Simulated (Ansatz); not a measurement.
A user runs Ansatz (a program for electronic structure) on Rb2YInF6 (Fm-3m, 10 atoms in the cell) and asks whether the run is sound. The aim is a self-consistent single point with DFT, LDA (PW92), plane waves, default PAW files made with PBE.

Cell that was meant: a = 6.4439 Å, b = 6.4439 Å, c = 6.4439 Å, α = 60.00°, β = 60.00°, γ = 60.00°.

Part of the input:

```yaml
# Rb2YInF6
crystal:
  lattice:
    - [0.00000000, 2.41121100, 2.41121100]
    - [2.41121100, 0.00000000, 2.41121100]
    - [2.41121100, 2.41121100, 0.00000000]
  atoms:
    - { symbol: Rb, position: [0.25000000, 0.25000000, 0.25000000] }
    - { symbol: Rb, position: [0.75000000, 0.75000000, 0.75000000] }
```

Output, abridged:

```
WARN ansatz: RAYON_NUM_THREADS=1 ignored (pool sized by the plan → 1); use --threads N
Pseudopotentials: kind: paw
   [... lines left out ...]
PAW frozen core: F, regenerated for the run's functional, and the local potential with it
Initial density: superposition of atomic densities (neutral atoms: chi_scale 0, normalization atom), corrected by the library's trained network
Initial wavefunctions: pseudopotential atomic-orbital guess
Eigensolver: davidson
Functional: x = slater, c = lda
SCF iter   1: F=—  HF=-20599.105162 eV  |F-HF|=—  |Δ(HF+E_count)|=         —  Δρ=3.34e0  dr2=2.95e3  ethr=1.77e-3  ⟨swp⟩=42.5  Hψ=7529  notcnv=0  defer=8
all-band conjugate gradients solve this SCF's bands
preconditioner: auto → LDOS
SCF iter   2: F=—  HF=-20031.756197 eV  |F-HF|=—  |Δ(HF+E_count)|=    5.67e2  S|Δr|=    0.00e0  Δρ=2.14e0  dr2=7.60e2  ethr=1.77e-3  ⟨swp⟩=23.2  Hψ=5079  notcnv=0  defer=43
   [... lines left out ...]
SCF iter  11: F=—  HF=-19740.380330 eV  |F-HF|=—  |Δ(HF+E_count)|=   9.63e-7  S|Δr|=    0.00e0  Δρ=8.18e-5  dr2=1.60e-6  ethr=7.86e-9  ⟨swp⟩=5.6  Hψ=1067  notcnv=0  defer=18
SCF iter  12: F=—  HF=-19740.380329 eV  |F-HF|=—  |Δ(HF+E_count)|=   2.44e-7  S|Δr|=    0.00e0  Δρ=5.54e-5  dr2=8.04e-7  ethr=1.90e-9  ⟨swp⟩=3.4  Hψ=775  notcnv=0  defer=18
SCF iter  13: F=-19740.380329 eV  HF=-19740.380329 eV  |F-HF|=3.49e-8  |Δ(HF+E_count)|=   2.26e-7  S|Δr|=    0.00e0  Δρ=1.65e-5  dr2=4.56e-8  ethr=1.19e-10  ⟨swp⟩=50.1  Hψ=6678  notcnv=0
SCF 1 converged in 13 iterations: F = -19740.380329 eV  dr2 = 4.56e-8
Stability not checked (fill_not_monotonic)
Free energy (F): -19740.380329 eV
Internal energy: -19740.372093 eV  (E = F + TS)
E sigma→0 (E₀):  -19740.377584 eV
Entropy (-TS):   -0.008236 eV (-0.824 meV/atom)
Fermi energy:    66.935804 eV
--- Forces (eV/Å), atoms counted from 1 ---
  atom   1  Rb    -0.00000000     0.00000000     0.00000000
  atom   2  Rb    -0.00000000     0.00000000     0.00000000
  atom   3  In     0.00000000     0.00000000     0.00000000
   [... lines left out ...]
  atom  10  F     -0.00000000    -0.00000000    20.29073548
--- Stress (GPa, compression-positive) ---
     5847.654425       0.000000       0.000000
       -0.000000    5847.654425       0.000000
        0.000000       0.000000    5847.654425
  P = ⅓ Tr σ = 5847.6544 GPa (58476.544 kbar)
  The stress holds the Pulay correction. Without it, at fixed plane waves, as pw.x and ABINIT print it: P = 5819.0226 GPa
```

**Question.** Is this run sound? If not, what is wrong?

**Answer.** The run is not sound. The fault is this: lattice multiplied by the bohr radius once too often. Bohr and ångström differ by a factor of 1.89; the cell that the program reads is then far too large or far too small. To fix it, give the lengths in the unit that the key or card expects. The run converged in 13 iterations without an error; against the sound input the free energy goes up by 57.8 eV/atom, the pressure goes from -1.17 to 5848 GPa, the largest force goes from 2.483 to 20.29 eV/Å and no clean gap remains on the mesh (levels overlap or are partly filled), against 1.80 eV before.

The sound input it was made from differs as follows (other fixes are possible):
```diff
-    - [0.00000000, 2.41121100, 2.41121100]
-    - [2.41121100, 0.00000000, 2.41121100]
-    - [2.41121100, 2.41121100, 0.00000000]
+    - [0.00000000, 4.55652900, 4.55652900]
+    - [4.55652900, 0.00000000, 4.55652900]
+    - [4.55652900, 4.55652900, 0.00000000]
```

With that input, the run converged in 7 iterations: free energy E − TS (on the zero of these files) -20318.7174 eV; top of the valence band (on the code's own zero) 7.27 eV; gap on the k-point mesh 1.80 eV; pressure -1.17 GPa; largest force (vector length) 2.483 eV/Å (DFT, LDA (PW92), plane waves, default PAW files made with PBE).

On the sound input: the starting cell was generated: these elements placed on a structure prototype, without a prior relaxation; it need not be a known phase or ordering of this composition. Its lattice was rescaled by a random factor within 2.5 % of one. Forces in this geometry exceed 1 eV/Å. Ansatz's pressure includes its estimate of the finite-basis (Pulay) stress. Without the estimate this run gives -1.72 GPa.
